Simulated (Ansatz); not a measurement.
Start from ZnAu in the CsCl type structure (space group Pm-3m, No. 221).

```xyz
2
Lattice="3.1868 0.0000 0.0000 0.0000 3.1868 0.0000 0.0000 0.0000 3.1868" Properties=species:S:1:pos:R:3 pbc="T T T"
Zn     1.5934     1.5934     1.5934
Au     0.0000     0.0000     0.0000
```

All numbers come from PBE/PAW in Ansatz (a quantum-chemistry and plane-wave program), no spin-orbit coupling.

Before the change:

| Property | Result |
|---|---|
| Shortest interatomic distance | 5.215 bohr |

One thing is altered: a hydrostatic pressure of 3 GPa.

Question: What does the calculation give for the shortest interatomic distance after the change?

Answer: The shortest interatomic distance shrinks by 0.0418 bohr (5.215 bohr → 5.174 bohr).

Load acts through the strain it causes; cell and atoms are relaxed under it. No phonon test of stability was made.
